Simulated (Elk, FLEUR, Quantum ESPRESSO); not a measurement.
**One structure in several programs: TbAu (Pm-3m, 2 atoms in the cell)**

Self-consistent single point.

```xyz
2
Lattice="3.5887 0.0000 0.0000 0.0000 3.5887 0.0000 0.0000 0.0000 3.5887" Properties=species:S:1:pos:R:3 pbc="T T T"
Tb     1.7943     1.7943     1.7943
Au     0.0000     0.0000     0.0000
```
Moments meant for the start (each program seeds them in its own way; μB, in the order of the atoms Tb Au): 6.0 0.0.

Shared settings, as Quantum ESPRESSO writes them: occupations = smearing; smearing = gaussian; degauss = 0.0147 Ry; nspin = 2; K_POINTS = automatic 9 9 9 0 0 0. Potentials and cutoffs stand in the table.

```csv
code,model,size of the net moment (μB/atom),cutoff
FLEUR,"LDA (Perdew-Zunger), all-electron FLAPW (FLEUR), scalar-relativistic valence",2.91,Kmax 4.5 1/bohr
Quantum ESPRESSO,"LDA (PZ), SSSP 1.1.2 efficiency (PBE) pseudopotentials",2.93,60 Ry
Elk,"LDA (PW92), all-electron FP-LAPW, Elk's shipped species files, APW+lo basis with extra local orbitals",2.91,rgkmax 7.5
```

On FLEUR's run: spin-orbit coupling is off. With one magnetic atom in the cell only a parallel order is possible. With U or open f shells several self-consistent states can exist. The f electrons are in the valence without U or exact exchange, which can misplace them near the Fermi level. Spin-orbit terms, which matter for f shells, are left out.

The spread over the programs that give each value: size of the net moment within 0.02 μB/atom.

FLEUR and Elk treat all electrons, but the usual bases taken here (sphere radii, linearisation, local orbitals, empty states) were not tested for convergence, so the values are no reference for the others. The same LDA comes in different parametrisations, which differ slightly.

The starting cell comes from a database of computed structures (which also holds hypothetical and non-ambient phases and stackings), without a prior relaxation at this level.

Left out of this page: Ansatz (with a known weakness of the program).
